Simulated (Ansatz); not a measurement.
Band structure of CaTcO₃ (Cm, 5 atoms in the cell).

```
CaTcO3
1.0
    2.78752    -2.78146     0.00000
    2.78752     2.78146     0.00000
   -0.01343     0.00000     3.93869
Ca Tc O
1 1 3
Cartesian
  5.54759   0.00000   0.00650
  2.77065   0.00000   2.02133
  4.16163  -1.39446   2.03469
  4.16163   1.39446   2.03469
  2.79163   0.00000   0.05400
```

Method of the run: LDA (PW92), PAW files (plane waves; Ansatz, a first-principles code).

Settings: basis.ecutwfc = 500 eV; kpoints.mp_grid.grid = 6 6 6; hamiltonian.xc = lda; hamiltonian.pseudopotentials = {kind: paw} (the program's default PAW files); scf.occupations.method = gaussian; scf.occupations.width = 0.136 eV; kpoints.band_path.npoints = 8.

The starting cell comes from a database of computed structures (which also holds hypothetical and non-ambient phases and stackings), without a prior relaxation at this level. Spin polarisation is off; with an odd number of electrons in the cell that forces a metal, and a magnetic state may lie lower.

Levels in eV from the Fermi level, bands 17 to 24:
| point | 17 | 18 | 19 | 20 | 21 | 22 | 23 | 24 |
|---|---|---|---|---|---|---|---|---|
| Γ | -3.82 | -3.41 | -3.40 | -3.39 | -2.34 | -2.34 | -2.33 | 0.91 |
| Y | -7.43 | -2.68 | -2.68 | -2.68 | 1.20 | 1.20 | 1.21 | 3.00 |
| F | -7.43 | -2.68 | -2.68 | -2.68 | 1.20 | 1.20 | 1.21 | 3.00 |
| L | -7.43 | -2.68 | -2.68 | -2.67 | 1.20 | 1.20 | 1.21 | 3.00 |
| I | -7.43 | -2.68 | -2.68 | -2.68 | 1.20 | 1.20 | 1.21 | 3.00 |

Bands cross the Fermi level along this path, so the cell is metallic at this level.

Keys are those of Ansatz 0.2.
